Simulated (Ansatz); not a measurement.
Start from BN in the wurtzite structure (space group P6_3mc, No. 186; a = 2.5232 Å, c = 4.1751 Å). Axes: x lies along a and z along c of the hexagonal cell.

All numbers come from LDA, PAW, 420 eV (Ansatz, an electronic-structure program; scalar-relativistic without spin-orbit coupling).

Strains are applied to the cell and any free atomic positions relax.

One change was made to it. Results:

```json
[
 {"quantity": "band gap", "base": "4.93 eV", "after": "4.95 eV"},
 {"quantity": "energy relative to the base (free energy F)", "base": "0 meV/atom", "after": "+15 meV/atom"},
 {"quantity": "valence-band top at Γ (three highest levels, from the VBM)", "base": "0.00, 0.00, -0.29 eV", "after": "0.00, -0.20, -0.32 eV"}
]
```

Which change produced these results?
(A) uniaxial strain ε_xx = +2.40 %
(B) uniaxial strain ε_xx = +3.00 %
(C) uniaxial strain ε_xx = +1.80 %

B, uniaxial strain ε_xx = +3.00 %. For comparison, the energy relative to the base in the other runs: uniaxial strain ε_xx = +1.80 % gives +5.5 meV/atom; uniaxial strain ε_xx = +2.40 % gives +9.7 meV/atom.

Whether these cells are dynamically stable was not tested.
